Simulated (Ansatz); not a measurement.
The reference is TiB₂ (space group P6/mmm, No. 191).

Space group P6/mmm (No. 191); a = b = 3.0247 Å, c = 3.2226 Å, α = β = 90.00°, γ = 120.00°

```json
[
 {"atom": "Ti", "site": "1a", "symmetry": "6/mmm", "x": "0.0000", "y": "0.0000", "z": "0.0000"},
 {"atom": "B", "site": "2d", "symmetry": "-6m2", "x": "0.3333", "y": "0.6667", "z": "0.5000"}
]
```

Computed with r2SCAN (Ansatz, an electronic-structure program; PAW; 500 eV plane waves; no SOC).

Base values:

```
Item                   Value
-------------------  -------
Lattice parameter a  3.025 Å
c/a ratio              1.065
```

Now apply this change: a hydrostatic pressure of 4.2 GPa.

### Question
What does the calculation give for the lattice parameter a and c/a ratio after the change?

### Answer
The lattice parameter a shrinks by 0.014 Å (3.025 Å → 3.011 Å); the c/a ratio decreases by 0.002 to 1.063.

Load acts through the strain it causes; cell and atoms are relaxed under it. Whether these cells are dynamically stable was not tested. All final runs are without spin polarisation.
